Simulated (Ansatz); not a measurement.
The parent structure is Al₂Cu (space group I4/mcm, No. 140; a = 6.0058 Å, c = 4.7897 Å).

Method: plane-wave PAW DFT at the r2SCAN level (Ansatz, a quantum-chemistry and plane-wave program, 500 eV), without spin-orbit coupling.

One change was made to it. Results:

```csv
quantity,base,after
lattice parameter a,6.006 Å,6.083 Å
c/a ratio,0.798,0.833
```

### Question
Which change produced these results?
(A) Al → Sb
(B) Cu → Zn
(C) Cu → P

### Answer
C, Cu → P. For comparison, the lattice parameter a in the other runs: Cu → Zn gives 6.186 Å; Al → Sb gives 6.759 Å.

Stability against distortions was not tested. As relaxed here, Al2P, Al2Zn and CuSb2 are hypothetical phases, not in the database extracts checked. The final runs are not spin-polarised.
